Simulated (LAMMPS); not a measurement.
System: a melt made from ZnSe (zinc blende), 4096 atoms, at 1260 K and 0 GPa, brought to that temperature within a few picoseconds.

All values are model results, not measurements: classical MD, pair style sw, file CdTeZnSeHgS0.sw (LAMMPS).

**Question.** Estimate the coordination number of Se by Zn, the volume per atom, the state found, the enthalpy per atom for this model.

**Answer.** coordination number of Se by Zn: 3.89 (counted to 3.34 Å); volume per atom: 24.93 ± 0.03 Å³; state found: slow or partial motion within 60 ps, no clear phase; enthalpy per atom: -2.015 ± 0.007 eV.

Caution: enthalpy drifts during the constant-pressure average: a transition or slow ageing; fluctuation values are void.
